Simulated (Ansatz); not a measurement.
Consider Ga$_{2}$Pt (space group Fm-3m, No. 225; a = 5.9216 Å; relaxed with 0.1 eV smearing). Axes: x, y, z lie along the cube axes.

Calculations: PBEsol (Ansatz, a first-principles code), scalar-relativistic without spin-orbit coupling.

Now apply this change: uniaxial strain ε_xx = +0.72 %, all other strain components held at zero; the atoms relax in the strained cell.

### Question
What happens to the stress and energy relative to the base?

### Answer
The stress (xx, yy, zz, yz, xz, xy; compression positive) comes out as (-1.1, -0.8, -0.8, 0.0, 0.0, 0.0) GPa; the energy grows by 0.4 meV/atom.

No phonon test of stability was made. The final runs are not spin-polarised.
